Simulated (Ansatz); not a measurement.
Structures of equal composition on the (111)A surface of zinc-blende ZnSe (Zn plane on top): 2x2 O adatom at H3; 2x2 O adatom at T4. The slabs share one bottom face, and each structure is named by its start. These are constructed structures in small cells; real faces may alloy, dewet or reconstruct in larger ones, and not all known structures of the face are among them. Slabs of about 14 Å with all that they carry, Fermi-Dirac smearing of 0.025 eV. Bottom of the slabs: H caps. Relaxed from the named starts with such symmetry as they have, on meshes of like density; energies extrapolated to zero smearing; no spin-orbit coupling, no U. Spin-polarised runs, if any, are marked in brackets, and their order is one that fits the cell; the others ran without spin.

Host crystal: zinc-blende ZnSe, with a band gap (PBE, scalar-relativistic without spin-orbit coupling).

Level of theory: PBE (plane waves to 420 eV, PAW; Ansatz, an electronic-structure program).

Problem. Put the candidates in order of energy per 1x1 cell, lowest first, for PBE.

Solution. 2x2 O adatom at H3 (0.000 eV (3 O–Zn bonds formed), gap 1.26 eV on the mesh), 2x2 O adatom at T4 (0.121 eV (3 O–Zn bonds formed; 1 O–Se bonds broke), gap 0.71 eV on the mesh)
